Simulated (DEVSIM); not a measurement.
Structure: Au/AlN/p-Ge capacitor, at 300 K.

Layer 1 from the left is AlN, thickness (nm) 12.0. Layer 2 from the left is Ge, thickness (nm) 6300, Na (cm⁻³) 8.8e15.

Metal gate on the left, work function 5.1 eV. Fixed charge at the semiconductor interface 0 cm⁻² (in units of +e); no interface traps.

This is a model device: material constants are rounded textbook-type values typed into the input, and sizes, dopings and lifetimes were drawn at random. Values at 300 K.

AlN: gap (eV) 6.1, affinity (eV) 1.9, permittivity 8.5. Ge: gap (eV) 0.664, affinity (eV) 4, permittivity 16, Nc (cm⁻³) 1.04e19, Nv (cm⁻³) 6e18.

Q: Estimate by hand the flat-band voltage, the threshold voltage, and compare with a numerical solution.

A: 
- Flat-band voltage: C = 0.627 μF/cm², work-function difference 0.605 V; VFB = φms − qNf/C = 0.60 V; numerical 0.60 V.
- Threshold voltage: φF = 0.156 V, depletion charge √(4εqNφF) = 3.53e-8 C/cm²; VT = VFB + 2φF + Qd/C = 0.97 V; numerical 0.97 V.

Model (solved in DEVSIM): 1D Poisson equation in equilibrium, Boltzmann statistics, complete ionisation; no quantum confinement or tunnelling. Metal contacts follow the ideal Schottky-Mott rule: no Fermi-level pinning, no interface dipoles.
